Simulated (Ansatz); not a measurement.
Results of HSE06+SOC (plane waves, PAW; Ansatz, a first-principles code) for SbSBr (model structure, started from the BiTeI type, P3m1, No. 156, 3 atoms in the cell).

Numerical settings: plane-wave cutoff 460 eV, 9×9×4 k mesh (along the axes of the cell as run), Fermi–Dirac smearing 0.01 eV, PAW data made under PBE.

Cell (relaxed with PBE-D3(BJ)):

```xyz
3
Lattice="3.9346 0.0000 0.0000 -1.9673 3.4075 0.0000 0.0000 0.0000 6.2093" Properties=species:S:1:pos:R:3 pbc="T T T"
Sb     0.0000     0.0000     5.6510
S      1.9673     1.1358     4.2587
Br     0.0000     2.2716     1.3869
```

Problem. What does this level give for the band gap, smallest direct gap on the k points sampled and Γ–Γ gap?

Solution. 
- band gap: 1.60 eV
- smallest direct gap on the k points sampled: 1.61 eV
- Γ–Γ gap: 2.99 eV

Note: the relaxation could raise the start's symmetry but not lower it, so the cell can be a saddle point; cell and atoms aren't relaxed at this level (pressure 0.3 GPa).

The computed numbers hold no vibrational or temperature effects.

It cost around 60 core-minutes (rough) of CPU time.

A model structure was made by putting elements into a prototype or built by hand; it is no filed structure, need not be a known phase, and can be a saddle point held by its symmetry.
